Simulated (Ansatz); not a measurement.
The parent structure is BN in the zinc blende structure (space group F-43m, No. 216; a = 3.6097 Å). Axes: x, y, z lie along the cube axes.

Computed with Kohn–Sham DFT with the r2SCAN functional, run in Ansatz (an electronic-structure program) with PAW and 500 eV plane waves, spin-orbit coupling left out.

Before the change:

The valence-band top at Γ comes out as 0.00, 0.00, 0.00 eV.

The change: a pure shear with ε_xy = ε_yx = 0.0171; the atoms relax in the strained cell.

**Question.** Predict the new valence-band top at Γ and energy relative to the base.

**Answer.** The valence-band top at Γ (three highest levels, from the VBM) changes from 0.00, 0.00, 0.00 eV to 0.00, -0.10, -0.16 eV; the energy goes up by 10 meV/atom.

The levels and masses belong to the bands next to the band gap. Whether these cells are dynamically stable was not tested.
